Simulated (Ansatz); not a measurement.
Consider GaP in the zinc blende structure (space group F-43m, No. 216; a = 5.391 Å). Axes: x, y, z lie along the cube axes.

All numbers come from LDA (Ansatz, a first-principles code; PAW; 420 eV plane waves; spin-orbit coupling left out).

Strains are applied to the cell and any free atomic positions relax.

One change was made to it. Results:

| quantity | base | after |
|---|---|---|
| band gap | 1.38 eV | 1.15 eV |
| valence-band top at Γ (three highest levels, from the VBM) | 0.00, 0.00, 0.00 eV | 0.00, -0.12, -0.12 eV |
| energy relative to the base (free energy F) | 0 meV/atom | +3.5 meV/atom |

Question: Which change produced these results?
A. uniaxial strain ε_zz = −2.00 %
B. uniaxial strain ε_zz = −3.00 %
C. uniaxial strain ε_zz = +1.00 %

Answer: A, uniaxial strain ε_zz = −2.00 %. For comparison, the band gap in the other runs: uniaxial strain ε_zz = +1.00 % gives 1.35 eV; uniaxial strain ε_zz = −3.00 % gives 1.03 eV.

No phonon test of stability was made.
